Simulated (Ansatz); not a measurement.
**MgO (model structure, started from the PtS type, P4₂/mmc, No. 131, 4 atoms in the cell): enthalpy of formation by level of theory**

No measured value is used here.

```tsv
level (code)	value (eV/atom)
PBE (Ansatz)	-2.176
PBEsol (Ansatz)	…
PBE-D3(BJ) (Ansatz)	-2.253
```

Question: Fill in the missing entries.

Answer: 
- PBEsol (Ansatz, a program for electronic structure), value (eV/atom): -2.223

Each level is taken at its own relaxed cell. Ansatz's density-functional and Hartree–Fock values are scalar-relativistic unless marked +SOC, with PAW data made under PBE.

A model structure was made by putting elements into a prototype or built by hand; it is no filed structure, need not be a known phase, and can be a saddle point held by its symmetry.
